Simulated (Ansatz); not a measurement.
**NaF, pressure series**

Consider NaF in the rock salt structure (space group Fm-3m, No. 225).

```
NaF
1.0
    0.00000     2.35059     2.35059
    2.35059     0.00000     2.35059
    2.35059     2.35059     0.00000
Na F
1 1
Direct
  0.00000   0.00000   0.00000
  0.50000   0.50000   0.50000
```

Cell and atoms are relaxed at each pressure.

All numbers come from PBE (Ansatz, a program for electronic structure, PAW, without spin-orbit coupling).

Candidates:
(a) pressure 1.5 GPa
(b) pressure 7.5 GPa
(c) pressure 3 GPa

For the base:

Band gap: 6.09 eV

Task: Order them by band gap, highest first.

Result: (b) pressure 7.5 GPa (6.79 eV), (c) pressure 3 GPa (6.40 eV), (a) pressure 1.5 GPa (6.25 eV)

Load acts through the strain it causes; cell and atoms are relaxed under it. Stability against distortions was not tested. No other phases were tried under pressure.
